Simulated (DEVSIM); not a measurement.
abrupt Si n-p junction

System: abrupt Si n-p junction, at 250 K.

```
layer (left to right)  material  thickness (μm)  Nd (cm⁻³)  Na (cm⁻³)  τn (s)  τp (s)
---------------------  --------  --------------  ---------  ---------  ------  ------
1                            Si            7.20     1.8e16          -  6.2e-7  6.2e-7
2                            Si            20.0          -     1.4e14  6.2e-7  6.2e-7
```

Left contact: ohmic. Right contact: ohmic. Voltage is applied to the left contact. Recombination: SRH at mid-gap, Auger. Mobility is constant in doping.

The device is made up for the run: typed textbook-type constants, with dimensions and the other settings drawn at random. Values at 300 K; Nc and Nv go as T^1.5, mobilities as T to minus their exponent, the gap by Varshni's rule with the affinity fixed.

| parameter | Si |
|---|---|
| gap (eV) | 1.124 |
| affinity (eV) | 4.05 |
| permittivity | 11.7 |
| Nc (cm⁻³) | 2.86e19 |
| Nv (cm⁻³) | 3.1e19 |
| μn (cm²/Vs) | 1417 |
| μp (cm²/Vs) | 470 |
| T exponent of μn | 2.3 |
| T exponent of μp | 2.2 |
| Cn (cm⁶/s) | 2.8e-31 |
| Cp (cm⁶/s) | 9.9e-32 |
| Varshni α (eV/K) | 0.000473 |
| Varshni β (K) | 636 |

DEVSIM, 1D drift-diffusion, Boltzmann statistics, complete ionisation; no tunnelling, impact ionisation, image-force lowering or self-heating.

```json
{
 "potential_step_across_the_device_at_zero_bias": "0.724 V",
 "largest_field_in_the_device_at_zero_bias": "8000 V/cm",
 "Dark forward voltage at 1 A/cm²": "0.646 V",
 "Dark forward voltage at 100 A/cm²": "0.914 V"
}
```

Small-signal capacitance in reverse bias (quasi-static):

```tsv
V (V)	C (nF/cm²)
0.4	3.30
1	2.63
2	2.08
3	1.77
4	1.57
6	1.31
8	1.15
10	1.04
13	0.918
16	0.831
20	0.747
```

Dark reverse current:

```json
[
 {"V (V)": "0.40", "J (A/cm²)": "1.0e-9"},
 {"V (V)": "1.00", "J (A/cm²)": "2.0e-9"},
 {"V (V)": "2.00", "J (A/cm²)": "3.1e-9"},
 {"V (V)": "3.00", "J (A/cm²)": "4.1e-9"},
 {"V (V)": "4.00", "J (A/cm²)": "4.9e-9"},
 {"V (V)": "6.00", "J (A/cm²)": "6.3e-9"},
 {"V (V)": "8.00", "J (A/cm²)": "7.4e-9"},
 {"V (V)": "10.00", "J (A/cm²)": "8.4e-9"},
 {"V (V)": "13.00", "J (A/cm²)": "9.9e-9"},
 {"V (V)": "16.00", "J (A/cm²)": "1.1e-8"},
 {"V (V)": "20.00", "J (A/cm²)": "1.3e-8"}
]
```
